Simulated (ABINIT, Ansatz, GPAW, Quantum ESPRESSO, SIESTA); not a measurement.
One structure in several programs: Hf (P6_3/mmc, 2 atoms in the cell)

Self-consistent single point.

```yaml
crystal:
  lattice:
    - [3.22015, 0.00000, 0.00000]
    - [-1.61008, 2.78873, 0.00000]
    - [0.00000, 0.00000, 5.08893]
  atoms:
    - { symbol: Hf, position: [0.33333, 0.66667, 0.25000] }
    - { symbol: Hf, position: [0.66667, 0.33333, 0.75000] }
```

All programs got the same cell, k-point mesh and kind of occupations (in Ansatz's words: kpoints.mp_grid.grid = 16 16 9; scf.occupations.method = gaussian; scf.occupations.width = 0.136 eV); potentials, basis and cutoffs are each program's usual ones.

```
code                                                                                                                                model  pressure (GPa)  k-points       cutoff
----------------  -----------------------------------------------------------------------------------------------------------------------  --------------  --------  -----------
GPAW                                                                                         PBE, GPAW PAW datasets PBE (gpaw-data 1.0.1)           -1.18       150       600 eV
ABINIT                                                                                                        PBE, PAW (JTH v2.0 PBE PAW)           -1.65       150        20 Ha
SIESTA            GGA PBE, numerical atomic orbitals TZP, PseudoDojo PBE standard norm-conserving potentials (rewritten from UPF to PSML)           -3.92      1168  grid 300 Ry
Ansatz                                                                                                             PBE, default PAW files           -1.48       150      default
Quantum ESPRESSO                                                          PBE, PseudoDojo standard norm-conserving (PBE) pseudopotentials           -1.43       150        60 Ry
```

The spread over the programs that give each value: pressure within 2.74 GPa.

The starting cell comes from a database of computed structures (which also holds hypothetical and non-ambient phases and stackings), without a prior relaxation at this level. Its lattice was rescaled by a random factor within 2.5 % of one. On Ansatz's run: Spin-orbit coupling is off.

Problem. Why do the programs differ, and what cannot be compared?

Solution. Differences of this kind can come from the potentials, where these differ, and from what each basis and cutoff leave unconverged. The valence holds different numbers of electrons (GPAW 24, ABINIT 24, SIESTA 24, Ansatz (a first-principles code) 52, Quantum ESPRESSO 24). The zero of total energies and Fermi levels follows the potentials and each program's conventions, so they are not compared here. SIESTA uses small atom-centred bases, whose incompleteness enters pressures, forces and empty levels differently from a plane-wave cutoff. Ansatz's pressure is given at a fixed set of plane waves, as the other plane-wave codes print theirs; with its correction for the finite basis it is -1.44 GPa. The programs reduce the same mesh by symmetry to different extents, which changes the work and not the result. In the pressure, SIESTA (by 2.47) lies more than 1 GPa from the median of the plane-wave programs.

Left out of this page: Elk and FLEUR (not drawn, or without a comparable value).

Keys are those of Ansatz 0.2.
